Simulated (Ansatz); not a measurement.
# TiC with two functionals, pressure 5 GPa

Consider TiC in the rock salt structure (space group Fm-3m, No. 225; a = 4.333 Å).

(Cell as relaxed with PBE.)

Levels (all Ansatz, a quantum-chemistry and plane-wave program, PAW): PBE (420 eV, no spin-orbit coupling); PBEsol (420 eV, spin-orbit coupling left out).

Each level relaxes its own structure.

```csv
base,PBE,PBEsol
volume per atom,10.17 Å³,9.89 Å³
lattice parameter a,4.333 Å,4.293 Å
band gap,zero,zero
```

One thing is altered: cell and atoms relaxed at a pressure of 5 GPa.

| quantity | PBE | PBEsol |
|---|---|---|
| volume per atom | 9.98 Å³ | 9.72 Å³ |
| band gap | zero | zero |

PBE's volume per atom lies 0.26 Å³ above PBEsol's (2.7 %); the two agree on the band gap. Neither level is exact; PBEsol is the comparison here, not a measurement.

Load acts through the strain it causes; cell and atoms are relaxed under it. Whether these cells are dynamically stable was not tested. No other phases were tried under pressure. The base started in Pnma and relaxed to Fm-3m at this level. All final runs are without spin polarisation.
